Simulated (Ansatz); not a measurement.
The parent structure is CdS in the wurtzite structure (space group P6_3mc, No. 186; a = 4.164 Å, c = 6.769 Å).

All numbers come from r2SCAN in Ansatz (plane waves to 500 eV, PAW, no SOC), earlier PAW set.

Before the change:

The shortest interatomic distance is 254.5 pm, the electron mass is 0.15 mₑ along c, 0.16 mₑ across (at Γ) and the c/a ratio is 1.625.

Modification: full substitution S → Se, then cell and atoms are relaxed.

Predict the new shortest interatomic distance, electron mass and c/a ratio.

The shortest interatomic distance rises by 11.0 pm (254.5 pm → 265.5 pm); the electron mass changes from 0.15 mₑ along c, 0.16 mₑ across (at Γ) to 0.093 mₑ along c, 0.100 mₑ across (at Γ); the c/a ratio grows by 0.006, from 1.625 to 1.631.

The levels and masses belong to the bands next to the band gap. Masses are band curvatures over ±0.01 Å⁻¹ around the edge. Whether these cells are dynamically stable was not tested.

Ansatz is a first-principles code.
